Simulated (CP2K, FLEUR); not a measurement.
A FLEUR input for a self-consistent single point of ScGa5Fe (P4/mmm, 7 atoms in the cell) (DFT, LDA (Perdew-Zunger), all-electron FLAPW (FLEUR), scalar-relativistic valence):

Input of the input generator:

```
ScGa5Fe crystal
&input film=f /
7.7808679496 0.0000000000 0.0000000000
0.0000000000 7.7808679496 0.0000000000
0.0000000000 0.0000000000 12.4811553935
1.0
1.0 1.0 1.0

7
21 0.0000000000 0.0000000000 0.0000000000
31 0.0000000000 0.5000000000 0.3060400000
31 0.0000000000 0.5000000000 0.6939600000
31 0.5000000000 0.0000000000 0.3060400000
31 0.5000000000 0.0000000000 0.6939600000
31 0.5000000000 0.5000000000 0.0000000000
26 0.0000000000 0.0000000000 0.5000000000

&comp jspins=1 /
&exco xctyp='pz' /
&kpt div1=5 div2=5 div3=3 /
&end /
```

```xml
<?xml version="1.0" encoding="UTF-8" standalone="no"?>
<fleurInput fleurInputVersion="0.39">
   <comment>
      ScGa5Fe crystal                                                                                     
   </comment>
   <calculationSetup>
      <cutoffs Kmax="3.8" Gmax="15.2" GmaxXC="15.2" numbands="0"/>
      <scfLoop itmax="100" minDistance="0.00001" maxIterBroyd="99" imix="Anderson" alpha="0.05" precondParam="0.0" spinf="2.0"/>
      <coreElectrons ctail="T" frcor="F" kcrel="0" coretail_lmax="0"/>
      <xcFunctional name="pz" relativisticCorrections="F"/>
      <magnetism jspins="1"/>
      <soc l_soc="F" theta="0.0" phi="0.0" spav="F"/>
      <expertModes spex="0" secvar="F"/>
      <geometryOptimization l_f="T" forcealpha="1.0" forcemix="BFGS" epsdisp="0.00001" epsforce="0.00001"/>
      <ldaU l_linMix="F" mixParam="0.05" spinf="1.0"/>
   </calculationSetup>
   <cell>
      <bzIntegration valenceElectrons="92.0" mode="gauss" fermiSmearingEnergy="0.00734986">
         <kPointListSelection listName="default-1"/>
         <!-- k-points included here -->
         <xi:include xmlns:xi="http://www.w3.org/2001/XInclude" href="kpts.xml"> </xi:include>
      </bzIntegration>
      <!-- symmetry operations included here -->
      <xi:include xmlns:xi="http://www.w3.org/2001/XInclude" href="sym.xml"> </xi:include>
      <bulkLattice scale="1.0">
         <bravaisMatrix>
            <row-1>    7.7808679496000002     0.0000000000000000     0.0000000000000000</row-1>
            <row-2>    0.0000000000000000     7.7808679496000002     0.0000000000000000</row-2>
            <row-3>    0.0000000000000000     0.0000000000000000    12.4811553934999999</row-3>
         </bravaisMatrix>
      </bulkLattice>
   </cell>
   <atomSpecies>
      <species name="Scandium (Sc)" element="Sc" atomicNumber="21">
         <mtSphere radius="2.68" gridPoints="925" logIncrement="0.013"/>
         <atomicCutoffs lmax="10" lnonsphr="8"/>
         <electronConfig flipSpins="F">
            <coreConfig>(1s1/2) (2s1/2) (2p1/2) (2p3/2)</coreConfig>
            <valenceConfig>(3s1/2) (3p1/2) (3p3/2) (4s1/2) (3d3/2) (3d5/2)</valenceConfig>
            <stateOccupation state="(3d3/2)" spinUp="0.2" spinDown="0.2"/>
            <stateOccupation state="(3d5/2)" spinUp="0.3" spinDown="0.3"/>
         </electronConfig>
         <energyParameters s="4" p="4" d="3" f="4"/>
         <lo type="SCLO" l="0" n="3" eDeriv="0"/>
         <lo type="SCLO" l="1" n="3" eDeriv="0"/>
      </species>
      <species name="Gallium (Ga)" element="Ga" atomicNumber="31">
         <mtSphere radius="2.14" gridPoints="737" logIncrement="0.017"/>
         <atomicCutoffs lmax="8" lnonsphr="6"/>
         <electronConfig flipSpins="F">
            <coreConfig>(1s1/2) (2s1/2) (2p1/2) (2p3/2) (3s1/2) (3p1/2) (3p3/2)</coreConfig>
            <valenceConfig>(4s1/2) (3d3/2) (3d5/2) (4p1/2) (4p3/2)</valenceConfig>
            <stateOccupation state="(4p1/2)" spinUp="0.1666666666667" spinDown="0.1666666666667"/>
            <stateOccupation state="(4p3/2)" spinUp="0.3333333333333" spinDown="0.3333333333333"/>
         </electronConfig>
         <energyParameters s="4" p="4" d="3" f="4"/>
      </species>
      <species name="Iron (Fe)" element="Fe" atomicNumber="26">
         <mtSphere radius="2.14" gridPoints="737" logIncrement="0.016"/>
         <atomicCutoffs lmax="8" lnonsphr="6"/>
         <electronConfig flipSpins="F">
            <coreConfig>(1s1/2) (2s1/2) (2p1/2) (2p3/2)</coreConfig>
            <valenceConfig>(3s1/2) (3p1/2) (3p3/2) (4s1/2) (3d3/2) (3d5/2)</valenceConfig>
            <stateOccupation state="(3d3/2)" spinUp="1.2" spinDown="1.2"/>
            <stateOccupation state="(3d5/2)" spinUp="1.8" spinDown="1.8"/>
         </electronConfig>
         <energyParameters s="4" p="4" d="3" f="4"/>
         <lo type="SCLO" l="0" n="3" eDeriv="0"/>
         <lo type="SCLO" l="1" n="3" eDeriv="0"/>
      </species>
   </atomSpecies>
   <atomGroups>
      <atomGroup species="Scandium (Sc)">
         <relPos label="                   1">.0000000000 .0000000000 .0000000000</relPos>
         <force calculate="T" relaxXYZ="TTT"/>
      </atomGroup>
      <atomGroup species="Gallium (Ga)">
         <relPos label="                   2">.0000000000 1.000/2.000 .3060400000</relPos>
         <relPos label="                   3">.0000000000 1.000/2.000 -.3060400000</relPos>
         <relPos label="                   4">1.000/2.000 .0000000000 .3060400000</relPos>
         <relPos label="                   5">1.000/2.000 .0000000000 -.3060400000</relPos>
         <force calculate="T" relaxXYZ="TTT"/>
      </atomGroup>
      <atomGroup species="Gallium (Ga)">
         <relPos label="                   6">1.000/2.000 1.000/2.000 .0000000000</relPos>
         <force calculate="T" relaxXYZ="TTT"/>
      </atomGroup>
      <atomGroup species="Iron (Fe)">
         <relPos label="                   7">.0000000000 .0000000000 1.000/2.000</relPos>
         <force calculate="T" relaxXYZ="TTT"/>
      </atomGroup>
   </atomGroups>
   <output dos="F" band="F" slice="F">
      <checks vchk="F" cdinf="F"/>
      <bandDOS minEnergy="-.5*Htr" maxEnergy="0.5*Htr" sigma="0.015" storeEVData="T"/>
      <vacuumDOS vacdos="F" integ="F" star="F" nstars="0" locx1="0.0" locy1="0.0" locx2="0.0" locy2="0.0" nstm="0" tworkf="0.0"/>
      <unfoldingBand unfoldBand="F" supercellX="1" supercellY="1" supercellZ="1"/>
      <plotting iplot="0" polar="F">
         <plot TwoD="T" vec1="  1.0  0.0  0.0" vec2="  0.0  1.0  0.0" vec3="  0.0  0.0  1.0" zero="  0.0  0.0  0.0" file="plot"/>
      </plotting>
      <chargeDensitySlicing numkpt="0" minEigenval="0.0" maxEigenval="0.0" nnne="0" pallst="F"/>
      <specialOutput eonly="F"/>
      <magneticCircularDichroism mcd="F" energyLo="-10.0" energyUp="0.0"/>
   </output>
  <!-- We include the file relax.xml here to enable relaxations (see documentation) -->
  <xi:include xmlns:xi="http://www.w3.org/2001/XInclude" href="relax.xml"> <xi:fallback/> </xi:include>
</fleurInput>
```

**Question.** Write the same calculation as an input for CP2K.

**Answer.** One input that does it (others would too):

```
&GLOBAL
  PROJECT bulk
  RUN_TYPE ENERGY_FORCE
  PRINT_LEVEL LOW
&END GLOBAL
&FORCE_EVAL
  METHOD Quickstep
  STRESS_TENSOR ANALYTICAL
  &DFT
    BASIS_SET_FILE_NAME BASIS_MOLOPT
    POTENTIAL_FILE_NAME GTH_POTENTIALS
    &QS
      METHOD GPW
      EPS_DEFAULT 1E-10
    &END QS
    &MGRID
      CUTOFF 600
      REL_CUTOFF 50
      NGRIDS 5
    &END MGRID
    &SCF
      SCF_GUESS ATOMIC
      EPS_SCF 1E-7
      MAX_SCF 100
      ADDED_MOS 15
      &DIAGONALIZATION
        ALGORITHM STANDARD
      &END DIAGONALIZATION
      &MIXING
        METHOD BROYDEN_MIXING
        ALPHA 0.3
        NBUFFER 12
        BETA 1
      &END MIXING
      &SMEAR ON
        METHOD GAUSSIAN
        SIGMA [eV] 0.2
      &END SMEAR
    &END SCF
    &KPOINTS
      SCHEME MONKHORST-PACK 5 5 3
    &END KPOINTS
    &XC
      &XC_FUNCTIONAL PADE
      &END XC_FUNCTIONAL
    &END XC
    &PRINT
      &MO
        EIGENVALUES T
        OCCUPATION_NUMBERS T
        NDIGITS 8
        FILENAME mo
        &EACH
          QS_SCF 0
        &END EACH
        ADD_LAST NUMERIC
      &END MO
      &MULLIKEN OFF
      &END MULLIKEN
    &END PRINT
  &END DFT
  &SUBSYS
    &CELL
      ABC 4.11745800 4.11745800 6.60474300
      ALPHA_BETA_GAMMA 90.00000000 90.00000000 90.00000000
      PERIODIC XYZ
    &END CELL
    &COORD
      Sc       0.00000000     0.00000000     0.00000000
      Ga       0.00000000     2.05872900     2.02131555
      Ga       0.00000000     2.05872900     4.58342745
      Ga       2.05872900     0.00000000     2.02131555
      Ga       2.05872900     0.00000000     4.58342745
      Ga       2.05872900     2.05872900     0.00000000
      Fe       0.00000000     0.00000000     3.30237150
    &END COORD
    &KIND Sc
      BASIS_SET DZVP-MOLOPT-SR-GTH-q11
      POTENTIAL GTH-PADE-q11
    &END KIND
    &KIND Ga
      BASIS_SET DZVP-MOLOPT-SR-GTH-q13
      POTENTIAL GTH-PADE-q13
    &END KIND
    &KIND Fe
      BASIS_SET DZVP-MOLOPT-SR-GTH-q16
      POTENTIAL GTH-PADE-q16
    &END KIND
  &END SUBSYS
  &PRINT
    &FORCES ON
    &END FORCES
    &STRESS_TENSOR ON
    &END STRESS_TENSOR
  &END PRINT
&END FORCE_EVAL
```

Basis, cutoffs, solver keys and any potentials are the target program's own. This input uses DFT LDA (Pade form), GPW, DZVP-MOLOPT-SR-GTH basis, GTH-PADE potentials (GTH_POTENTIALS). LDA parametrisations can differ slightly between programs.

The starting cell comes from a database of computed structures (which also holds hypothetical and non-ambient phases and stackings), without a prior relaxation at this level. Its lattice was rescaled by a random factor within 2.5 % of one.
